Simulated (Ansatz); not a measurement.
Results of PBEsol (Ansatz, an electronic-structure program, PAW) for CaC6 (R-3m, No. 166, 7 atoms in the cell).

Settings: plane-wave cutoff 520 eV, 16×16×16 k mesh, Fermi–Dirac smearing 0.05 eV, scalar-relativistic PAW data made under PBE.

Properties against volume:

Shape and atoms are relaxed at each volume.

```tsv
V (Å³/atom)	P (GPa)	c (Å)	a (Å)
9.840	5.33	12.866	4.306
10.045	2.45	13.068	4.317
10.250	0.00	13.278	4.326
10.455	-2.08	13.494	4.334
10.660	-3.85	13.715	4.341
```

Note: the relaxation could not lower the start's symmetry, so the cell can be a saddle point above a distorted one; the bulk modulus comes from volumes at which shape and atoms were relaxed.
